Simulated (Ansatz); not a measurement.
MgS: response to strain

The parent structure is MgS in the rock salt structure (space group Fm-3m, No. 225; a = 5.1820 Å). Axes: x, y, z lie along the cube axes.

Strains are applied to the cell and any free atomic positions relax; under biaxial strain the out-of-plane vector relaxes too.

Calculations: PBEsol/PAW in Ansatz (a quantum-chemistry and plane-wave program), scalar-relativistic without spin-orbit coupling.

Candidates:
(a) biaxial strain +0.42 %, plane normal [111], relaxed out of plane
(b) biaxial strain −2.50 %, plane normal [111], relaxed out of plane
(c) biaxial strain +2.08 %, plane normal [111], relaxed out of plane

Notes on the quantities. energy relative to the base: free energy F.

**Question.** Order them by energy relative to the base, lowest first.

**Answer.** (a) biaxial strain +0.42 %, plane normal [111], relaxed out of plane (+0.3 meV/atom), (c) biaxial strain +2.08 %, plane normal [111], relaxed out of plane (+7.6 meV/atom), (b) biaxial strain −2.50 %, plane normal [111], relaxed out of plane (+12 meV/atom)

No phonon test of stability was made.
